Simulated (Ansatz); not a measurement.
Relaxation of the atoms of LiTi2O4 (P2/m, 28 atoms in the cell) at several settings

```xyz
28
Lattice="8.2043 0.0000 0.0000 0.0000 3.9127 0.0000 -0.0156 0.0000 8.9051" Properties=species:S:1:pos:R:3 pbc="T T T"
Li     1.0337     1.9563     1.1802
Li     7.1549     1.9563     7.7249
Li     7.1527     0.0000     5.6336
Li     1.0360     0.0000     3.2715
Ti     7.0058     1.9563     3.3584
Ti     1.1828     1.9563     5.5467
Ti     7.0003     0.0000     1.0187
Ti     1.1883     0.0000     7.8863
Ti     3.1826     0.0000     0.9882
Ti     5.0061     0.0000     7.9169
Ti     5.0112     1.9563     5.4973
Ti     3.1774     1.9563     3.4078
O      7.2400     0.0000     3.1094
O      0.9487     0.0000     5.7957
O      3.0252     0.0000     3.0846
O      5.1634     0.0000     5.8204
O      3.0227     1.9563     1.3087
O      5.1659     1.9563     7.5964
O      7.2394     1.9563     1.2834
O      0.9492     1.9563     7.6217
O      5.1233     0.0000     0.9772
O      3.0653     0.0000     7.9279
O      1.0188     0.0000     0.8863
O      7.1698     0.0000     8.0187
O      3.0646     1.9563     5.3650
O      5.1241     1.9563     3.5400
O      7.1660     1.9563     5.3169
O      1.0227     1.9563     3.5881
```
Moments meant for the start (each program seeds them in its own way; μB, in the order of the atoms Li Li Li Li Ti Ti Ti Ti Ti Ti Ti Ti O O O O O O O O O O O O O O O O): 0.0 0.0 0.0 0.0 0.0 0.0 0.0 0.0 0.0 0.0 1.0 1.0 0.0 0.0 0.0 0.0 0.0 0.0 0.0 0.0 0.0 0.0 0.0 0.0 0.0 0.0 0.0 0.0.

Base: LDA (PW92), default PAW files made with PBE (Ansatz, an electronic-structure program). Its settings: kpoints.mp_grid.grid = 2 5 2; hamiltonian.xc = lda; hamiltonian.pseudopotentials = {kind: paw} (the program's default PAW files); magnetization.spin_polarized = true; scf.occupations.method = fermi_dirac; scf.occupations.width = 0.1 eV. Starting volume 10.21 Å³ per atom.

Each line gives the change from the base single point and the result:

- relax: default → atoms: pressure -10.49 GPa; largest force (vector length) 0.008 eV/Å; relaxation steps 8; free energy against the base single point -6.1 meV/atom.
- atoms moved at random; relax: default → atoms; relax.f_tol: default → 0.03 eV/Å: pressure -10.52 GPa; largest force (vector length) 0.010 eV/Å; relaxation steps 6; free energy against the base single point -6.1 meV/atom.
- atoms moved at random; relax: default → atoms; relax.f_tol: default → 0.005 eV/Å: pressure -10.50 GPa; largest force (vector length) 0.004 eV/Å; relaxation steps 7; free energy against the base single point -6.1 meV/atom.

The starting cell comes from a database of computed structures (which also holds hypothetical and non-ambient phases and stackings), without a prior relaxation at this level. The starting moments vanished: the run ended non-magnetic. The program warned that a starting moment was not kept. Ansatz's pressure includes its estimate of the finite-basis (Pulay) stress. Without a gap this mesh is coarse (it stands for a supercell whose shortest vector is 16 Å).

Keys are those of Ansatz 0.2.
